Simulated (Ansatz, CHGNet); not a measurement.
## How the volume per atom of 1T (CdI2-type) PtTe₂ moves with the method

No measured value is used here.

```csv
level (code),value (Å³/atom)
CHGNet 0.3.0,26.50
LDA (Ansatz),[?]
PBE (Ansatz),25.98
PBE-D3(BJ) (Ansatz),24.14
HSE06 (Ansatz),25.38
```

### Question
What belongs in the gaps?

### Answer

- LDA (Ansatz, a program for electronic structure), value (Å³/atom): 23.76

Density-functional levels without +SOC have no spin–orbit coupling. CHGNet 0.3.0: the cell has another shape than the first-principles one, perhaps another minimum in the same group. LDA: LDA has no dispersion term either, though it tends to give short spacings of layers, chains or molecules. PBE: for a layered or molecular solid the relaxed cell lies over 5 % above the published volume, where the minimum can be shallow. PBE, HSE06: the cell comes from a level without a dispersion term, which matters for the spacing of layers, chains or molecules. HSE06: exact exchange on metals is sensitive to the k mesh and can open a false gap. Cutoffs and k meshes differ between the levels. Ansatz's density-functional and Hartree–Fock values are scalar-relativistic unless marked +SOC, with PAW data made under PBE.

Machine-learned potentials (CHGNet 0.3.0) are trained on DFT data: a solid inside that data is no test of them.
